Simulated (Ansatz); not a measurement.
GaN: band gap against strain

GaN (zinc blende, F-43m, 11.376 Å³/atom at rest) under an equal strain ε in the (111) plane with the normal axis free, as in a coherent film. PBEsol in Ansatz, a plane-wave DFT program (PAW, default set), 420 eV, 13×13×13 Γ-centred mesh, Fermi-Dirac smearing 0.05 eV; ions are relaxed within the symmetry of each cell. Gaps are the smallest over the k-mesh and a band path, without spin-orbit coupling; in all rows the valence edge lies at Γ and the conduction edge at Γ.

Here s stands for strain and Eg for gap.

| strain (%) | gap (eV) |
|---|---|
| 0.00 | 1.702 |
| 0.42 | 1.634 |
| 0.83 | 1.567 |
| 1.25 | 1.498 |
| 2.50 | ? |

Fit Eg of the 4 rows that show it with a straight line. Means: s 0.62500, Eg 1.6002. About the means, the sum of products is -0.14123 and the sum of squares of s is 0.86530; the slope is their ratio. Least squares gives Eg = 1.7023 - 0.16322·s. Residuals (row less fit): -0.0003, 0.0003, 0.0002, -0.0003; standard error 0.0004 (degrees of freedom: 2). Over these rows the gap moves by -16 ± 0.04 eV per unit strain.

Task: Predict the withheld Eg at s = 2.50 from the fit, and compare with the calculation.

Result: Eg = 1.7023 - 0.16322 × 2.50 = 1.2942 eV. The calculation gives 1.293 eV, 0.0012 eV below the prediction (0.3 % of the range of Eg in the table). The row lies outside the fitted rows, so this is an extrapolation. The fitted rows scatter only by rounding.

GaN is here a metastable form; wurtzite is the usual one. Rows are the converged runs of the series near zero and its far end; series whose fitted rows scatter by over a few per cent of the range, as at a crossing or softening among them, aren't shown in this form. Most that stay on the fit to the last digits aren't either.
